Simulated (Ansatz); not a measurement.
## SiC: band gap against strain

SiC (zinc blende, F-43m, 10.141 Å³/atom at rest, cube axes along x, y and z) under a strain ε along a cube axis (axis z), the other axes held. LDA in Ansatz, a plane-wave DFT program (PAW, default set), 420 eV, 13×13×13 Γ-centred mesh, Fermi-Dirac smearing 0.05 eV; ions are relaxed within the symmetry of each cell. Gaps are the smallest over the k-mesh and a band path, without spin-orbit coupling; in all rows the valence edge lies at Γ and the conduction edge at about 1.5 Å⁻¹ from Γ.

Here s stands for strain and Eg for gap.

```
strain (%)  gap (eV)
----------  --------
0.00            1.30
0.50            1.28
1.00            1.26
1.50            1.23
3.00               ?
```

Taking a straight line for Eg over the 4 complete rows: Means: s 0.75000, Eg 1.268. About the means, the sum of products is -0.057500 and the sum of squares of s is 1.2500; the slope is their ratio. Least squares gives Eg = 1.302 - 0.0460·s. Residuals (row less fit): -0.002, 0.001, 0.004, -0.003; standard error 0.004 (degrees of freedom: 2). Over these rows the gap moves by -4.6 ± 0.3 eV per unit strain.

Question: Predict the withheld Eg at s = 3.00 from the fit, and compare with the calculation.

Answer: Eg = 1.302 - 0.0460 × 3.0 = 1.164 eV. The calculation gives 1.17 eV, 0.006 eV above the prediction (4.6 % of the range of Eg in the table). The row lies outside the fitted rows, so this is an extrapolation. The fitted rows scatter only by rounding.

Rows are the converged runs of the series near zero and its far end; series whose fitted rows scatter by over a few per cent of the range, as at a crossing or softening among them, aren't shown in this form. Most that stay on the fit to the last digits aren't either.
